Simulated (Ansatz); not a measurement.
## Defect calculation: Zn vacancy + N on the O site (V_Zn+N_O) in wurtzite ZnO

All values below come from PBE, PAW (plane waves to 420 eV; Ansatz, a quantum-chemistry and plane-wave program). The supercell holds 96 host sites (3×2×2 repeats of a cell of 8 atoms), with a 2×2×2 shifted k-point sampling for the final energies. Sites at the start: the Zn site; O 2.00 Å away. Finite-size correction: monopole term and site-potential alignment. Dielectric constants: PBE linear response of the host. Host gap at this level: 0.74 eV. A cell of this size leaves errors of a few tenths of an eV. Levels are measured in PBE's own, too narrow, gap. Spin–orbit coupling is left out. Each state is the lowest found from its start.

The name describes the start; the neighbours show where the atoms ended.

Charges with a result: +1, 0, −1. Others weren't obtained, and one of them could lie lower, also by skipping a charge.

```csv
charge,moment (μB),largest move off a lattice site (Å),neighbours of the last N atom of the defect at the end (Å),image correction with alignment (eV),above the lowest spin state (eV)
+1†,fractional,0.30,"Zn 1.95, Zn 1.95, Zn 1.95, O 3.06, O 3.06, O 3.11, O 3.11",-0.15,0.00
+1†,not spin-polarised,0.22,"Zn 1.91, Zn 1.92, Zn 1.92, O 3.10, O 3.10, O 3.13, O 3.13",-0.17,0.27
0†,3.0,0.27,"Zn 1.94, Zn 1.94, Zn 1.95, O 3.08, O 3.08, O 3.12, O 3.12",0.01,0.00
0†,3.0,0.27,"Zn 1.94, Zn 1.94, Zn 1.95, O 3.08, O 3.08, O 3.12, O 3.12",0.01,0.00
−1,2.0,0.26,"Zn 1.93, Zn 1.93, Zn 1.93, O 3.09, O 3.09, O 3.13, O 3.13",0.37,0.00
−1†,not spin-polarised,0.21,"Zn 1.91, Zn 1.91, Zn 1.91, O 3.11, O 3.11, O 3.14, O 3.14",0.38,0.27
```

† Not settled in this cell, so no level is given: charge +1: fractional moment, a level filled in part, carriers not clearly localised, level within 0.1 eV of a band edge or past it; charge 0: carriers not clearly localised.

Starting moments that weren't kept: charge +1 began with 2 μB and ended with 3.5; charge 0 began with 1 μB and ended with 3.0.

Flagged in the runs: a host whose relaxation on this sampling wasn't shown to rest.

All states together cost roughly 13 core-hours.
